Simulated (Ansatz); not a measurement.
# What isotropic strain +5.27 % does to PbBrF

Start from PbBrF in the PbFCl type structure (space group P4/nmm, No. 129; a = 4.117 Å, c = 7.397 Å; a model cell).

It is then changed as follows: the cell is scaled by 1.0527 in all directions, atoms relaxed at fixed cell.

Level of theory: PBEsol-D3(BJ)/PAW in Ansatz (a first-principles code), without spin-orbit coupling. Settings: 8×8×5 k-points, 0.05 eV Fermi–Dirac smearing.

```csv
quantity,base,changed,shift
volume per atom,20.90 Å³,24.38 Å³,+3.48 Å³
space group,P4/nmm (No. 129),P4/nmm (No. 129),–
shortest interatomic distance,2.523 Å,2.583 Å,+0.060 Å
energy relative to the base (free energy F),0 meV/atom,+72 meV/atom,+72 meV/atom
band gap,2.49 eV,2.35 eV,-0.14 eV
gap character,direct at Z,direct at Z,–
width of the top valence band,1.29 eV,0.77 eV,-0.52 eV
electron mass,"0.28 mₑ along k, 0.46 mₑ across (at Z)","0.35 mₑ along k, 0.46 mₑ across (at Z)",–
hole mass,"0.82 mₑ along k, 1.0 mₑ across (at Z)","0.64 mₑ along k, 1.4 mₑ across (at Z)",–
largest internal atomic displacement,–,0.179 Å,–
```

Final structure:

```xyz
6
Lattice="4.3345 0.0000 0.0000 0.0000 4.3345 0.0000 0.0000 0.0000 7.7865" Properties=species:S:1:pos:R:3 pbc="T T T"
Pb     2.1672     0.0000     1.4045
Pb     0.0000     2.1672     6.3819
Br     2.1672     0.0000     5.1977
Br     0.0000     2.1672     2.5887
F      0.0000     0.0000     0.0000
F      2.1672     2.1672     0.0000
```

With Pb present, leaving out spin-orbit coupling can change the band edges. Effective masses come from finite differences of ±0.01 Å⁻¹. Along k means along the line from Γ to the band edge. Stability against distortions was not tested. The program warned that a D3 coordination switch lies within reach, so dispersion energies are less smooth here.
